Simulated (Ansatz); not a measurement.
# Effective masses and thermopower of SnO₂ under load (space group P4_2/mnm)

```yaml
crystal:
  lattice:
    - [4.69383, 0.00000, 0.00000]
    - [0.00000, 4.69383, 0.00000]
    - [0.00000, 0.00000, 3.19027]
  atoms:
    - { symbol: Sn, position: [0.00000, 0.00000, 0.00000] }
    - { symbol: Sn, position: [0.50000, 0.50000, 0.50000] }
    - { symbol: O, position: [0.30572, 0.30572, 0.00000] }
    - { symbol: O, position: [0.69428, 0.69428, 0.00000] }
    - { symbol: O, position: [0.80572, 0.19428, 0.50000] }
    - { symbol: O, position: [0.19428, 0.80572, 0.50000] }
```

Computed with PBE, rigid bands (plane waves, PAW, scalar-relativistic; Ansatz, a first-principles code). Condition of this run: hydrostatic pressure of 8 GPa (compression positive) (the target of the relaxation). How the cell was made: cell and atoms relaxed with PBEsol, then loaded as said.

band gap: 1.43 eV
electron conductivity mass (300 K, dilute): 0.23 (x), 0.23 (y), 0.197 (z) mₑ
hole conductivity mass (300 K, dilute): 1.41 (x), 1.41 (y), 1.88 (z) mₑ
effective density of states N_c (300 K): 2.3e18 cm⁻³
effective density of states N_v (300 K): 4.5e19 cm⁻³
density-of-states mass, electrons: 0.20 mₑ
density-of-states mass, holes: 1.48 mₑ
Seebeck coefficient, n-type 1e19 cm⁻³, 300 K: -122 μV/K
best n-type power factor at 300 K for τ = 10 fs (best axis; densities from 1e16 to 1e21 cm⁻³ tried, whether or not they can be reached): 2.1 μW/(cm·K²) at 1e19 cm⁻³
Seebeck coefficient, p-type 1e19 cm⁻³, 300 K: 345 μV/K
best p-type power factor at 300 K for τ = 10 fs (best axis; densities from 1e16 to 1e21 cm⁻³ tried, whether or not they can be reached): 5.0 μW/(cm·K²) at 1e20 cm⁻³

Rigid bands; masses and Seebeck coefficients take one relaxation time τ for all states and one kind of carrier; polarons and phonon drag are left out. Spin-orbit coupling is left out; where it splits the top of the valence band, N_v and the p-type Seebeck coefficient come out somewhat high without it. Geometry: cell and atoms relaxed with PBEsol.
